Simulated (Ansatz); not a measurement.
The starting structures come from a database of crystals and need not be the phases stable at ambient conditions.

Evanescent states of Sc4C3 (I-43d, not sure to be the ambient phase, 14 atoms a cell, 13.4 Å³ an atom) along the normal of (001)

All values below come from r2SCAN (plane waves, PAW; Ansatz, a first-principles code).

The gap is the functional's own, uncorrected, and κ follows it; spin-orbit coupling is left out. Mid-gap values are interpolated between the computed energies.

Energies count from the valence-band top; κ is the least over a 4×4 mesh across the current.

```tsv
E (eV)	κ (1/Å)	where
0.03	0.023	Γ
0.07	0.038	Γ
0.12	0.047	Γ
0.17	0.053	Γ
0.23	0.056	Γ
0.28	0.058	Γ
0.33	0.057	Γ
0.38	0.055	Γ
0.42	0.051	Γ
0.47	0.045	Γ
0.53	0.033	Γ
```

### Question
How thick must the barrier be to attenuate the transmission by 10^6 when the electrodes' Fermi level lies at 0.17 eV, and what attenuation does that film give at 0.12 eV?

### Answer
d = 6 ln 10 / (2 × 0.053) = 130.3 Å. At 0.12 eV it gives 6 × 0.047/0.053 = 5.3 decades.
